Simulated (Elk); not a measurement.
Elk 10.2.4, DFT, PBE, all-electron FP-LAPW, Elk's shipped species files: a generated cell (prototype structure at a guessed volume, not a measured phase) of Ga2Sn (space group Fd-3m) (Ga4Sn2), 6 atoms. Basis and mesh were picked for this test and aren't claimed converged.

```json
{
  "cell": "5.19, 5.19, 5.19 Å; 60, 60, 60°",
  "task": "ground state",
  "xctype": "20",
  "swidth": "0.004 Hartree",
  "k mesh (ngridk)": "6×6×6",
  "maxscl": "100",
  "rgkmax": "7 (default)",
  "empty states an atom (nempty)": "4 (default)",
  "epspot (Hartree)": "1e-06 (default)",
  "epsengy (Hartree)": "0.0001 (default)",
  "k-points after symmetry": "16",
  "largest_matrix_size": "359",
  "valence_states": "70"
}
```

One run each.

All on 4 threads, 1 BLAS thread. Base settings, kept where nothing else is said: mixtype = 3 (default), mixsdb = 5 (default), broydpm = [0.4, 0.15] (default), tefvit = false (default) (beta0, autolinengy not set). The settings tried:
- autolinengy = true
- the base settings
- mixtype = 1, beta0 = 0.1
- broydpm = [0.4, 0.5]
- tefvit = true
- broydpm = [0.1, 0.15]
- broydpm = [0.4, 0.01]
- mixsdb = 3
- broydpm = [0.7, 0.15]
- mixtype = 0, beta0 = 0.1
- mixtype = 1, beta0 = 0.05 (default)
- broydpm = [0.2, 0.15]
- mixsdb = 8
- mixsdb = 2
- mixsdb = 20
- broydpm = [0.05, 0.15]
- mixtype = 0, beta0 = 0.3
- mixtype = 1, beta0 = 0.01
- mixsdb = 12

Question: Which settings need the fewest self-consistent loops, which the most, and do any fail to converge?

Answer: Fewest self-consistent loops, with those close behind: mixsdb = 2 (14); mixsdb = 3 (15); the base settings (16); broydpm = [0.7, 0.15] (16); broydpm = [0.4, 0.5] (16); broydpm = [0.4, 0.01] (17). Most among those that reach the base run's result: tefvit = true (55). No convergence: mixtype = 0, beta0 = 0.1 (without self-consistency in 100 loops). Converged, but to another result than the base run: autolinengy = true (off by energy 9.8 meV/atom; the energy is the lower one).

```tsv
setting	self-consistent loops	end
mixsdb = 2	14	converged
mixsdb = 3	15	converged
the base settings	16	converged
broydpm = [0.7, 0.15]	16	converged
broydpm = [0.4, 0.5]	16	converged
broydpm = [0.4, 0.01]	17	converged
autolinengy = true	17	other result
mixsdb = 12	18	converged
mixsdb = 20	18	converged
mixtype = 1, beta0 = 0.1	19	converged
mixsdb = 8	19	converged
mixtype = 1, beta0 = 0.05 (default)	22	converged
broydpm = [0.1, 0.15]	23	converged
broydpm = [0.2, 0.15]	24	converged
mixtype = 0, beta0 = 0.3	37	converged
broydpm = [0.05, 0.15]	44	converged
mixtype = 1, beta0 = 0.01	48	converged
tefvit = true	55	converged
mixtype = 0, beta0 = 0.1	100	not converged
```

An iteration's cost differs between solvers, so these counts don't give the time.
